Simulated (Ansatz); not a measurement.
The parent structure is BaZrO3 in the cubic perovskite structure (space group Pm-3m, No. 221; a = 4.1806 Å).

All numbers come from plane-wave PAW DFT at the PBEsol level (Ansatz, a program for electronic structure, 420 eV), spin-orbit coupling left out.

Before the change:

```
Property      Value
--------  ---------
Pressure  -0.01 GPa
```

Perturbation: the cell is scaled by 1.0060 in all directions, atoms relaxed at fixed cell.

What happens to the pressure and energy relative to the base?

The pressure drops by 2.808 GPa (-0.01 GPa → -2.81 GPa); the energy increases by 2.3 meV/atom.

The cells carry an imposed strain or load. No phonon test of stability was made.
